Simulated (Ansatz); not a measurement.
ZrSe2 (model structure, started from the 3R-MoS2 type, R3m, No. 160, 3 atoms in the cell): properties by level of theory

| level (code) | equilibrium lattice constant a (Å) | c axis length (Å) | formation enthalpy (eV/atom) |
|---|---|---|---|
| PBE (Ansatz) | 3.705 | 21.660 | -1.217 |
| PBEsol (Ansatz) | 3.647 | 19.187 | -1.201 |
| PBE-D3(BJ) (Ansatz) | 3.657 | 18.849 | -1.198 |

Ansatz's density-functional and Hartree–Fock values are scalar-relativistic unless marked +SOC, with PAW data made under PBE.

A model structure was made by putting elements into a prototype or built by hand; it is no filed structure, need not be a known phase, and can be a saddle point held by its symmetry.

Ansatz is an electronic-structure program.
